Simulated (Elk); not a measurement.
Band structure of NdCu₂Ge₂ (I4/mmm, 5 atoms in the cell).

```
CELL_PARAMETERS angstrom
     -2.06871     2.06871     5.08282
      2.06871    -2.06871     5.08282
      2.06871     2.06871    -5.08282
ATOMIC_POSITIONS crystal
  Nd 0.00000 0.00000 0.00000
  Cu 0.75000 0.25000 0.50000
  Cu 0.25000 0.75000 0.50000
  Ge 0.62350 0.62350 0.00000
  Ge 0.37650 0.37650 0.00000
```
Moments meant for the start (each program seeds them in its own way; μB, in the order of the atoms Nd Cu Cu Ge Ge): 3.0 0.0 0.0 0.0 0.0.

Level of theory: Elk with PBEsol, all-electron FP-LAPW, Elk's shipped species files, LAPW+lo basis.

Settings: xctype = 22; spinpol = true; rgkmax = 7.5; stype = 0; swidth = 0.00367493 Ha; ngridk = 5 5 5; reducebf = 0.7; gmaxvr = 14 1/bohr; nxoapwlo = 1; rmtscf = 0.9; nempty = 12 per atom; bfcmt = [[0.0, 0.0, -0.75], [0.0, 0.0, 0.0], [0.0, 0.0, 0.0], [0.0, 0.0, 0.0], [0.0, 0.0, 0.0]].

The starting cell comes from a database of computed structures (which also holds hypothetical and non-ambient phases and stackings), without a prior relaxation at this level. Spin-orbit coupling is off. With one magnetic atom in the cell only a parallel order is possible. With U or open f shells several self-consistent states can exist. The f electrons are in the valence without U or exact exchange, which can misplace them near the Fermi level. Spin-orbit terms, which matter for f shells, are left out. Values depend on the basis (sphere radii, cutoffs, local orbitals), which need not be converged.

Levels in eV from the Fermi level, bands 37 to 44 of the first spin channel:
| point | 37 | 38 | 39 | 40 | 41 | 42 | 43 | 44 |
|---|---|---|---|---|---|---|---|---|
| Γ | -0.31 | -0.30 | -0.11 | -0.06 | -0.03 | 0.03 | 0.27 | 1.62 |
| X | -1.68 | -0.24 | -0.20 | -0.09 | 0.02 | 0.07 | 0.24 | 0.26 |
| Y | -1.65 | -0.23 | -0.19 | -0.07 | 0.03 | 0.06 | 0.25 | 0.26 |
| S | -0.18 | -0.17 | -0.06 | 0.08 | 0.14 | 0.23 | 0.30 | 1.88 |
| Z | -0.09 | -0.02 | -0.02 | 0.06 | 0.07 | 0.21 | 0.24 | 1.96 |
| S1 | -0.18 | -0.17 | -0.06 | 0.08 | 0.14 | 0.23 | 0.30 | 1.88 |
| N | -0.24 | -0.17 | -0.06 | 0.06 | 0.08 | 0.25 | 0.61 | 1.10 |
| P | -1.77 | -0.25 | -0.18 | -0.12 | 0.01 | 0.07 | 0.24 | 0.27 |
| Y1 | -1.65 | -0.26 | -0.16 | -0.05 | 0.01 | 0.07 | 0.22 | 0.27 |

Bands cross the Fermi level along this path, so the cell is metallic at this level.

The net moment of the cell came out as 3.34 μB.
